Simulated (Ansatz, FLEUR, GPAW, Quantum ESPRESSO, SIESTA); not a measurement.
One structure in several programs: HfCuSi₂ (P4/nmm, 8 atoms in the cell)

Self-consistent single point.

```
HfCuSi2
1.0
    3.66138     0.00000     0.00000
    0.00000     3.66138     0.00000
    0.00000     0.00000     8.96353
Hf Si Cu
2 4 2
Direct
  0.00000   0.50000   0.26585
  0.50000   0.00000   0.73415
  0.50000   0.50000   0.50000
  0.00000   0.00000   0.50000
  0.50000   0.00000   0.17018
  0.00000   0.50000   0.82982
  0.00000   0.00000   0.00000
  0.50000   0.50000   0.00000
```

Shared settings, as Ansatz (a program for electronic structure) writes them: kpoints.mp_grid.grid = 8 8 3; scf.occupations.method = fermi_dirac; scf.occupations.width = 0.136 eV. Potentials and cutoffs stand in the table.

```json
[
 {"code": "GPAW", "model": "LDA (Perdew-Wang 92), GPAW PAW datasets LDA (gpaw-data 1.0.1)", "pressure (GPa)": "-4.75", "largest force (eV/Å)": "0.080", "cutoff": "850 eV"},
 {"code": "Quantum ESPRESSO", "model": "LDA (PZ), GBRV 1.5 ultrasoft (LDA) pseudopotentials", "pressure (GPa)": "-5.33", "largest force (eV/Å)": "0.078", "cutoff": "50 Ry"},
 {"code": "Ansatz", "model": "LDA (PW92), PAW files made with PBE", "pressure (GPa)": "-5.53", "largest force (eV/Å)": "0.052", "cutoff": "420 eV"},
 {"code": "SIESTA", "model": "LDA PW92, numerical atomic orbitals DZP, PseudoDojo LDA standard norm-conserving potentials (rewritten from UPF to PSML)", "pressure (GPa)": "-6.21", "largest force (eV/Å)": "0.231", "cutoff": "grid 350 Ry"},
 {"code": "FLEUR", "model": "LDA (Perdew-Zunger), all-electron FLAPW (FLEUR), scalar-relativistic valence", "pressure (GPa)": "–", "largest force (eV/Å)": "0.069", "cutoff": "Kmax 3.8 1/bohr"}
]
```

Size of the force on each atom (eV/Å): Sizes of forces hide their directions.

```tsv
code	Hf1	Hf2	Si3	Si4	Si5	Si6	Cu7	Cu8
GPAW	0.065	0.065	0.000	0.000	0.080	0.080	0.000	0.000
Quantum ESPRESSO	0.078	0.078	0.000	0.000	0.032	0.032	0.000	0.000
Ansatz	0.052	0.052	0.000	0.000	0.035	0.035	0.000	0.000
SIESTA	0.139	0.139	0.000	0.000	0.231	0.231	0.000	0.000
FLEUR	0.069	0.069	0.000	0.000	0.060	0.060	0.000	0.000
```

A dash marks a value that a program does not give, or that is left out as unsure.

On Ansatz's run: spin-orbit coupling is off. Spin polarisation is off.

The spread over the programs that give each value: pressure within 1.46 GPa; largest force within 0.179 eV/Å.

SIESTA uses small atom-centred bases, whose incompleteness enters pressures, forces and empty levels differently from a plane-wave cutoff. FLEUR treats all electrons, but the usual bases taken here (sphere radii, linearisation, local orbitals, empty states) were not tested for convergence, so the values are no reference for the others. Ansatz's pressure is given at a fixed set of plane waves, as the other plane-wave codes print theirs; with its correction for the finite basis it is -5.49 GPa. The same LDA comes in different parametrisations, which differ slightly. In the force vectors, SIESTA (by 0.196) lies more than 0.08 eV/Å from the median of the plane-wave programs.

The starting cell comes from a database of computed structures (which also holds hypothetical and non-ambient phases and stackings), without a prior relaxation at this level.

Left out of this page: Elk (not drawn, or without a comparable value).

Keys are those of Ansatz 0.2.
